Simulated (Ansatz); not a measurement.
We consider MoIr (model structure, started from the CuAu type, P4/mmm, No. 123, 2 atoms in the cell), described by PBEsol (Ansatz, a quantum-chemistry and plane-wave program, plane waves, PAW).

Output (set-up and result lines):

```
Relaxation: its limit of steps is 80 (relax.max_steps)
Crystal: 2 atoms, lattice volume = 28.489 Å³
Basis set: ecut = 520 eV, 775 PW (Γ), exchange–correlation on 48×48×60 points (8 copies of the dense FFT grid, shifted against one another)
Bands: 20, of which v1, the nominal top of the filled ones, is band 16 counted from 1 (15 counted from 0)
Symmetry: 16 space group operations
Space group: P4/mmm (ITA 123), of the structure as read, at distance tolerance 3.1e-5 Å
k-points: 594 of 6400
Functional: x = pbesol(κ = 0.804, μ = 0.12345679012345678), c = pbesol(β = 0.046)
SCF iter   1: F=—  HF=-16697.123068 eV  |F-HF|=—  |Δ(HF+E_count)|=         —  Δρ=9.16e-3  dr2=1.60e-2
SCF iter   2: F=—  HF=-16697.122829 eV  |F-HF|=—  |Δ(HF+E_count)|=   2.39e-4  Δρ=5.19e-3  dr2=6.46e-3
  ...
SCF 1 converged in 6 iterations: F = -16697.121969 eV  dr2 = 3.43e-9
Crystal: 2 atoms, lattice volume = 28.489 Å³
Initial density: handed on by an earlier stage of this run
SCF 2 converged in 6 iterations: F = -16697.121967 eV  dr2 = 2.59e-13
Crystal: 2 atoms, lattice volume = 28.489 Å³
SCF 3 converged in 6 iterations: F = -16697.121978 eV  dr2 = 6.28e-14
Crystal: 2 atoms, lattice volume = 28.489 Å³
SCF iter   7: F=-16697.121978 eV  HF=-16697.121978 eV  |F-HF|=3.64e-12  |Δ(HF+E_count)|=    0.00e0  Δρ=2.47e-9  dr2=1.11e-15
SCF iter   8: F=-16697.121978 eV  HF=-16697.121978 eV  |F-HF|=3.64e-12  |Δ(HF+E_count)|=  7.28e-12  Δρ=1.45e-9  dr2=3.53e-16
SCF 4 converged in 8 iterations: F = -16697.121978 eV  dr2 = 3.53e-16
SCF converged after 8 iterations
Free energy (F): -16697.121978 eV
Internal energy: -16697.113796 eV  (E = F + TS)
E sigma→0 (E₀):  -16697.117887 eV
Fermi energy:    24.182919 eV
--- Stress (GPa, compression-positive) ---
        7.189300      -0.000000       0.000000
       -0.000000       7.189300      -0.000000
        0.000000      -0.000000       7.188686
  P = ⅓ Tr σ = 7.1891 GPa (71.891 kbar)
```

Task: Write an input file that could have produced this run (the log leaves some choices open).

Result: One answer among several that fit: 
Ansatz 0.2 input:
```yaml
crystal:
  lattice:
    - [2.7186791578, 0.0, 0.0]
    - [0.0, 2.7186791578, 0.0]
    - [0.0, 0.0, 3.854384177]
  atoms:
    - { symbol: Mo, position: [0.5, 0.5, 0.5] }
    - { symbol: Ir, position: [0.0, 0.0, 0.0] }
basis:
  ecutwfc: 520
  ecutrho_ratio: 4
  xc_grid: 2
kpoints:
  mp_grid: { grid: [20, 20, 16] }
hamiltonian:
  xc: pbesol
  dispersion: none
  pseudopotentials: { kind: paw }
scf:
  occupations: { method: fermi_dirac, width: 0.05 }
output:
  forces: true
  stress: true
  eigenvalues: true
relax:
  f_tol: 0.004
  escape_saddle: false
  max_steps: 80
  cell: { stress_tol: 0.02, fix: [volume] }
```

The cell is one volume of an energy–volume scan, off the minimum.

The PAW data were made under PBE.

Note: the run has no spin polarisation, so it can have missed a magnetic state. Note: the relaxation could raise the start's symmetry but not lower it, so the cell can be a saddle point.

It cost around 100 core-seconds (rough) of CPU time.

A model structure was made by putting elements into a prototype or built by hand; it is no filed structure, need not be a known phase, and can be a saddle point held by its symmetry.
